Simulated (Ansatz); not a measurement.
Input and output of a self-consistent single point for a (001) slab of Mg (cut from a parent of space group no. 166; 9 atoms in the cell) (Ansatz, an electronic-structure program).

Method: PBEsol, default PAW files made with PBE (plane waves; Ansatz).

```yaml
crystal:
  lattice:
    - [3.17583, 0.00000, 0.00000]
    - [-1.58792, 2.75035, 0.00000]
    - [0.00000, 0.00000, 34.48470]
  atoms:
    - { symbol: Mg, position: [0.00000, 0.00000, 0.72261] }
    - { symbol: Mg, position: [0.33333, 0.66667, 0.64821] }
    - { symbol: Mg, position: [0.00000, 0.00000, 0.57440] }
    - { symbol: Mg, position: [0.66667, 0.33333, 0.27739] }
    - { symbol: Mg, position: [0.00000, 0.00000, 0.20299] }
    - { symbol: Mg, position: [0.66667, 0.33333, 0.79701] }
    - { symbol: Mg, position: [0.33333, 0.66667, 0.50000] }
    - { symbol: Mg, position: [0.66667, 0.33333, 0.42560] }
    - { symbol: Mg, position: [0.33333, 0.66667, 0.35178] }
```

Reference input (self-consistent single point, DFT, PBEsol, plane waves, default PAW files made with PBE): basis.ecutwfc = 420 eV; kpoints.mp_grid.grid = 9 9 1; hamiltonian.xc = pbesol; hamiltonian.pseudopotentials = {kind: paw} (the program's default PAW files); scf.occupations.method = gaussian; scf.occupations.width = 0.1 eV. This run's input differs from it in these lines:

Ansatz 0.2 input:
```diff
@@ -17,3 +17,3 @@
 basis:
-  ecutwfc: 420.0
+  ecutwfc: 295.0
 kpoints:
```

Output, abridged:

```
SCF iter   1: F=—  HF=-17207.487709 eV  |F-HF|=—  |Δ(HF+E_count)|=         —  Δρ=2.85e-3  dr2=5.36e-2  ethr=1.77e-3  ⟨swp⟩=12.2  Hψ=3208  notcnv=0  defer=5
all-band conjugate gradients solve this SCF's bands
preconditioner: auto → LDOS
SCF iter   2: F=—  HF=-17207.484542 eV  |F-HF|=—  |Δ(HF+E_count)|=   3.17e-3  Δρ=1.46e-3  dr2=2.50e-2  ethr=5.96e-5  ⟨swp⟩=2.1  Hψ=1322  notcnv=0  defer=14
   [... lines left out ...]
SCF iter   5: F=—  HF=-17207.480576 eV  |F-HF|=—  |Δ(HF+E_count)|=   2.56e-5  Δρ=3.60e-5  dr2=9.09e-5  ethr=8.56e-7  ⟨swp⟩=1.0  Hψ=618  notcnv=0  defer=14
SCF iter   6: F=—  HF=-17207.480572 eV  |F-HF|=—  |Δ(HF+E_count)|=   4.11e-6  Δρ=8.68e-6  dr2=8.33e-6  ethr=1.01e-7  ⟨swp⟩=1.7  Hψ=651  notcnv=0  defer=12
SCF iter   7: F=—  HF=-17207.480571 eV  |F-HF|=—  |Δ(HF+E_count)|=   3.85e-7  Δρ=1.94e-6  dr2=2.54e-7  ethr=9.25e-9  ⟨swp⟩=2.0  Hψ=690  notcnv=0  defer=12
SCF iter   8: F=-17207.480571 eV  HF=-17207.480571 eV  |F-HF|=2.27e-8  |Δ(HF+E_count)|=  6.18e-11  Δρ=3.99e-7  dr2=2.39e-8  ethr=1.11e-10  ⟨swp⟩=12.2  Hψ=2551  notcnv=0
SCF 1 converged in 8 iterations: F = -17207.480571 eV  dr2 = 2.39e-8
Free energy (F): -17207.480571 eV
Internal energy: -17207.464552 eV  (E = F + TS)
E sigma→0 (E₀):  -17207.472562 eV
Entropy (-TS):   -0.016020 eV (-1.780 meV/atom)
Fermi energy:    2.671791 eV
--- Forces (eV/Å), atoms counted from 1 ---
  atom   1  Mg    -0.00000000    -0.00000000    -0.07656411
  atom   2  Mg    -0.00000000    -0.00000000     0.00763968
  atom   3  Mg     0.00000000     0.00000000    -0.02584469
  atom   4  Mg     0.00000000     0.00000000     0.07656411
  atom   5  Mg    -0.00000000    -0.00000000    -0.08592122
  atom   6  Mg     0.00000000     0.00000000     0.08592122
  atom   7  Mg     0.00000000     0.00000000     0.00000000
  atom   8  Mg     0.00000000    -0.00000000     0.02584469
  atom   9  Mg    -0.00000000     0.00000000    -0.00763968
--- Stress (GPa, compression-positive) ---
       -0.204389       0.000000       0.000000
       -0.000000      -0.204389       0.000000
        0.000000       0.000000       0.280982
  P = ⅓ Tr σ = -0.0426 GPa (-0.426 kbar)
  The stress holds the Pulay correction. Without it, at fixed plane waves, as pw.x and ABINIT print it: P = -1.2246 GPa
```

The run converged in 8 iterations. Against the reference run the free energy goes up by 25.7 meV/atom and the largest force stays at 0.086 eV/Å.

The starting cell comes from a database of computed structures (which also holds hypothetical and non-ambient phases and stackings), without a prior relaxation at this level. The slab is cut from that crystal, and its faces are unrelaxed. Its lattice was rescaled by up to half a per cent. The cutoff lies below the one recommended for these files.
